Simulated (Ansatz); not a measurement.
Results of r²SCAN (plane waves, PAW; Ansatz, a program for electronic structure) for Ti2SnC (P6₃/mmc, No. 194; cell taken from a computed entry).

Run with plane-wave cutoff 600 eV, 24×24×4 k mesh (along the axes of the cell as run), Fermi–Dirac smearing 0.049 eV (set by the program), no spin polarisation, scalar-relativistic PAW data made under PBE.

Computed at the level's own relaxed cell.

```xyz
8
Lattice="3.1652 0.0000 0.0000 -1.5826 2.7412 0.0000 0.0000 0.0000 13.7241" Properties=species:S:1:pos:R:3 pbc="T T T"
Ti     0.0000     1.8275     1.1118
Ti     1.5826     0.9137    12.6123
Ti     1.5826     0.9137     7.9738
Ti     0.0000     1.8275     5.7502
Sn     0.0000     1.8275    10.2931
Sn     1.5826     0.9137     3.4310
C      0.0000     0.0000     0.0000
C      0.0000     0.0000     6.8620
```

Q: Give the elastic tensor (Voigt notation, GPa, ions relaxed, in the Cartesian axes of the cell as printed).

A: 
```
  283.7    83.4    73.7     0.0     0.0     0.0
   83.4   283.7    73.7     0.0     0.0     0.0
   73.7    73.7   286.3     0.0     0.0     0.0
    0.0     0.0     0.0   103.5     0.0     0.0
    0.0     0.0     0.0     0.0   103.5     0.0
    0.0     0.0     0.0     0.0     0.0   100.2
```

Note: the relaxation could not lower the start's symmetry, so the cell can be a saddle point above a distorted one.

Static lattice: no zero-point or thermal effects.
